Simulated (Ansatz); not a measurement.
Consider CdS in the wurtzite structure (space group P6_3mc, No. 186; a = 4.164 Å, c = 6.767 Å). Axes: x lies along a and z along c of the hexagonal cell.

Calculations: Kohn–Sham DFT with the r2SCAN functional, run in Ansatz (a program for electronic structure) with PAW and 500 eV plane waves, spin-orbit coupling left out.

Base values:

```
Item                                          Value
-----------------------------  --------------------
Valence-band top at Γ          0.00, 0.00, -0.04 eV
Shortest interatomic distance               2.544 Å
```

One thing is altered: a free-standing slab of 3 layers (12 atoms, 4 a layer) is cut normal to the y axis, with 15 Å of vacuum and the in-plane cell held at bulk.

Q: Estimate the effect on the excess energy per area of both faces, valence-band top at Γ, gap character, change of the spacing d12 from its bulk value of 1.202 Å and shortest interatomic distance.

A: The excess energy per area of both faces (slab less bulk energy over the cell's area: twice a surface energy) is 0.84 J/m²; the valence-band top at Γ (three highest levels, from the VBM) changes from 0.00, 0.00, -0.04 eV to 0.00, -0.14, -0.29 eV; the gap character amounts to direct at Γ; the change of the spacing d12 from its bulk value of 1.202 Å amounts to -21.0 %; the shortest interatomic distance shrinks by 0.1277 Å (2.544 Å → 2.417 Å).

Slab and bulk use different k-meshes, which limits the precision of the excess energy. Stability against distortions was not tested. Labels are those of the standard path for the cell's own space group.
